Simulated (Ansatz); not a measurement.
Start from SiC in the zinc blende structure (space group F-43m, No. 216; a = 4.329 Å). Axes: x, y, z lie along the cube axes.

All numbers come from LDA (Ansatz, a program for electronic structure), scalar-relativistic without spin-orbit coupling.

Base values:

The shortest interatomic distance is 1.875 Å. The band gap is 1.30 eV.

It is then changed as follows: biaxial strain −2.50 %, plane normal [001], relaxed out of plane (Cartesian); in-plane vectors clamped, the third vector and the atoms free.

What happens to the shortest interatomic distance and band gap?

The shortest interatomic distance falls by 0.0202 Å (1.875 Å → 1.854 Å); the band gap shrinks by 0.26 eV (1.30 eV → 1.04 eV).

No phonon test of stability was made.
